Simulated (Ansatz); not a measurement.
```
CELL_PARAMETERS angstrom
      6.93432     0.11635     0.00000
     -1.68320     2.91539     0.00000
      0.00000     0.00000     4.41440
ATOMIC_POSITIONS crystal
  Sc 0.34802 0.34802 0.05713
  Sc 0.15198 0.65198 0.55713
  N  0.35279 0.35279 0.56523
  N  0.14721 0.64721 0.06523
  Al 0.83167 0.33167 0.03518
  Al 0.66833 0.66833 0.53518
  N  0.80978 0.30978 0.59286
  N  0.69022 0.69022 0.09286
```

The ordered cell is a computed model, not a synthesised structure.

### Question
Give the diagonal Born effective charges atom by atom and the electronic dielectric tensor from linear response, LDA density-functional theory in Ansatz (plane waves, PAW).

### Answer
```json
[
 {"atom": "Sc1", "Z*xx": "2.96", "Z*yy": "3.01", "Z*zz": "3.82"},
 {"atom": "Sc2", "Z*xx": "2.96", "Z*yy": "3.01", "Z*zz": "3.82"},
 {"atom": "N3", "Z*xx": "-2.73", "Z*yy": "-3.00", "Z*zz": "-3.71"},
 {"atom": "N4", "Z*xx": "-2.73", "Z*yy": "-3.00", "Z*zz": "-3.71"},
 {"atom": "Al5", "Z*xx": "2.82", "Z*yy": "2.66", "Z*zz": "3.02"},
 {"atom": "Al6", "Z*xx": "2.82", "Z*yy": "2.66", "Z*zz": "3.02"},
 {"atom": "N7", "Z*xx": "-3.05", "Z*yy": "-2.67", "Z*zz": "-3.14"},
 {"atom": "N8", "Z*xx": "-3.05", "Z*yy": "-2.67", "Z*zz": "-3.14"}
]
```

ε∞ diagonal: 6.0, 5.9, 7.0. The k mesh is 8×8×6. The program warned that the k mesh resolves the field response only roughly, so the permittivities and charges are not converged. Away from Γ the polar cell without biaxial strain shows no imaginary mode on a 2×2×2 mesh.

The PAW data sets were generated under PBE and serve the other functionals too.

Ansatz is a program for electronic structure.
